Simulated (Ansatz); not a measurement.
The starting structures come from a database of crystals and need not be the phases stable at ambient conditions.

Input:

```
Be2La2O5
1.0
    7.38274     0.00000     0.00000
    0.00000     7.45792     0.00000
    3.69137    -0.07105     3.79676
La Be O
4 4 10
Direct
  0.27185   0.30596   0.52796
  0.72815   0.69404   0.47204
  0.79981   0.19404   0.47204
  0.20019   0.80596   0.52796
  0.74798   0.53013   0.93964
  0.25202   0.46987   0.06036
  0.68762   0.96987   0.06036
  0.31238   0.03013   0.93964
  0.75296   0.75000   0.00000
  0.24704   0.25000   0.00000
  0.50000   0.50000   0.00000
  0.50000   0.00000   0.00000
  0.94374   0.08400   0.80010
  0.05626   0.91600   0.19990
  0.74384   0.41600   0.19990
  0.25616   0.58400   0.80010
  0.00000   0.50000   0.50000
  0.50000   0.00000   0.50000
```

The cell is taken as given; by r2SCAN it stands under a pressure of -2.3 GPa.

Transport runs along the normal of the first two printed cell vectors.

The gap is the functional's own, uncorrected, and κ follows it; spin-orbit coupling is left out. Mid-gap means the computed energy nearest the middle.

**Question.** Give the band gap and the smallest decay constant κ at mid-gap that r2SCAN run with Ansatz (a quantum-chemistry and plane-wave program) yields.

**Answer.** Gap 4.49 eV on a 8×4×8 mesh; κ = 0.414 1/Å, at the zone centre.
